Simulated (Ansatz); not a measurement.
Base system: SrAs2O6 (space group P-31m, No. 162; a = 4.886 Å, c = 5.428 Å; a cell from a computed database, its experimental status unchecked). Axes: x lies along a and z along c of the hexagonal cell.

Level of theory: PBEsol (Ansatz, a program for electronic structure, PAW, no spin-orbit coupling), earlier PAW set.

Before the change:

```
Quantity                          Value
-----------------------------  --------
Shortest interatomic distance  184.8 pm
```

One thing is altered: uniaxial stress, 8 GPa compression along x; all other stress components relax to zero.

Problem. What happens to the energy relative to the base?

Solution. The energy increases by 13 meV/atom.

Problem. What happens to the mean lateral Poisson ratio?

Solution. The mean lateral Poisson ratio comes out as 0.32.

Problem. Predict the new shortest interatomic distance.

Solution. The shortest interatomic distance falls by 2.94 pm (184.8 pm → 181.8 pm).

Load acts through the strain it causes; cell and atoms are relaxed under it. Stability under load was not tested beyond the relaxation.
